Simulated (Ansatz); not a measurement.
Base system: SrHfO3 in the cubic perovskite structure (space group Pm-3m, No. 221; a = 4.106 Å).

Perturbation: hydrostatic tension (pressure −2 GPa).

Levels (all Ansatz, a quantum-chemistry and plane-wave program, PAW, earlier PAW set): PBEsol (420 eV, scalar-relativistic without spin-orbit coupling); HSE06 (420 eV, no SOC).

The geometry is relaxed with PBEsol.

| Property | Value |
|---|---|
| PBEsol lowest conduction level above the VBM at special points | Γ 3.70 eV; X 4.26 eV; R 6.16 eV |

What does HSE06 give at this geometry for the lowest conduction level above the VBM at special points?

The lowest conduction level above the VBM at special points goes from Γ 3.70 eV; X 4.26 eV; R 6.16 eV to Γ 5.36 eV; X 5.96 eV; R 7.87 eV.

Single points use the geometry relaxed with PBEsol. HSE06 was sampled on its mesh, a few special points and the semilocal edge points, so its gap is an upper bound. The levels and masses belong to the bands next to the band gap. Load acts through the strain it causes; cell and atoms are relaxed under it. Stability against distortions was not tested. Many cubic perovskites are stable only at high temperature; tilts and polar distortions were not tested.
